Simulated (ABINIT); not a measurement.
A self-consistent single point of Be3N2 (R3m, 5 atoms in the cell) with ABINIT.

Level of theory: PBEsol, PAW (JTH v2.0 PBE PAW, files made for PBE) (plane waves; ABINIT).

```
CELL_PARAMETERS angstrom
      1.41980     0.81973     4.86622
     -1.41980     0.81973     4.86622
      0.00000    -1.63945     4.86622
ATOMIC_POSITIONS crystal
  Be 0.85900 0.85900 0.85900
  Be 0.31769 0.31769 0.31769
  Be 0.08881 0.08881 0.08881
  N  0.20416 0.20416 0.20416
  N  0.70844 0.70844 0.70844
```

Reference input (self-consistent single point, DFT, LDA (PW92), plane waves, PAW (JTH v2.0 LDA PAW)): pseudos = [Be.LDA_PW-JTH.xml, N.LDA_PW-JTH.xml]; ecut = 26 Ha; pawecutdg = 52 Ha; occopt = 1; ngkpt = 9 9 9; nshiftk = 1; shiftk = 0 0 0; potentials = JTH v2.0 LDA PAW; nband = 14; kptopt = 1; nstep = 80; tolvrs = 1e-11. This run's input differs from it in these lines:

```diff
@@ -1,4 +1,4 @@
-# Be3N2, JTH v2.0 LDA PAW
+# Be3N2, JTH v2.0 PBE PAW
 pp_dirpath "./"
-pseudos "Be.LDA_PW-JTH.xml, N.LDA_PW-JTH.xml"
+pseudos "Be.GGA_PBE-JTH.xml, N.GGA_PBE-JTH.xml"
 acell 3*1.0 Angstrom
@@ -20,2 +20,3 @@
 pawecutdg 52
+ixc -116133
 occopt 1
```

Its files differ too (potentials: JTH v2.0 LDA PAW → JTH v2.0 PBE PAW).

The program printed (abridged):

```
--- !BeginCycle
solver: {iscf: 17, nstep: 80, nline: 4, wfoptalg: 10, }
tolerances: {tolvrs: 1.00E-11, }
...

     iter   Etot(hartree)      deltaE(h)  residm     nres2
 ETOT  1  -63.051687929132    -6.305E+01 3.043E+01 9.665E+01
 ETOT  2  -64.232086508287    -1.180E+00 1.816E-02 1.835E+01
 ETOT  3  -64.227856289252     4.230E-03 1.447E-02 3.605E+00
 ETOT  4  -64.226824460914     1.032E-03 3.651E-03 5.924E-02
 ETOT  5  -64.226826146197    -1.685E-06 1.486E-03 2.614E-02
   [... 8 lines left out ...]
 ETOT 14  -64.226820955935     1.982E-11 3.553E-05 1.320E-09
 ETOT 15  -64.226820955929     5.997E-12 3.922E-05 7.336E-10
 ETOT 16  -64.226820955926     2.956E-12 2.361E-05 6.636E-11
 ETOT 17  -64.226820955924     1.933E-12 2.572E-05 5.420E-12
 At SCF step   17       nres2   =  5.42E-12 < tolvrs=  1.00E-11 =>converged.

 Cartesian components of stress tensor (hartree/bohr^3)
  sigma(1 1)=  6.11187710E-05  sigma(3 2)= -5.26124283E-14
  sigma(2 2)=  6.11187710E-05  sigma(3 1)=  0.00000000E+00
  sigma(3 3)=  7.60605727E-05  sigma(2 1)=  0.00000000E+00

 ----iterations are completed or convergence reached----

 reduced coordinates (array xred) for    5 atoms
       0.858997000000      0.858997000000      0.858997000000
       0.317690000000      0.317690000000      0.317690000000
       0.088810000000      0.088810000000      0.088810000000
       0.204160000000      0.204160000000      0.204160000000
       0.708437000000      0.708437000000      0.708437000000
 cartesian forces (eV/Angstrom) at end:
    1      0.00000000000000     0.00000000000000     0.00661144322745
   [... lines left out ...]
 Fermi (or HOMO) energy (eV) =   6.55404   Average Vxc (eV)= -11.70908
   [... lines left out ...]
local_psp           : -2.89044217930126E+01
total_energy        : -6.42268208574848E+01
total_energy_eV     : -1.74770067646047E+03
...

-Cartesian components of stress tensor (GPa)         [Pressure= -1.9447E+00 GPa]
- sigma(1 1)=  1.79817602E+00  sigma(3 2)= -1.54791082E-09
- sigma(2 2)=  1.79817602E+00  sigma(3 1)=  0.00000000E+00
- sigma(3 3)=  2.23777893E+00  sigma(2 1)=  0.00000000E+00

 Calculation completed.
```

The run converged in 17 iterations. 

The starting cell comes from a database of computed structures (which also holds hypothetical and non-ambient phases and stackings), without a prior relaxation at this level. The potentials were made for another functional than the one used.

These are the values that this program gave, and no reference: the one-centre exchange-correlation terms come from a truncated expansion.

Cost on one core of a shared machine: roughly 2 min.
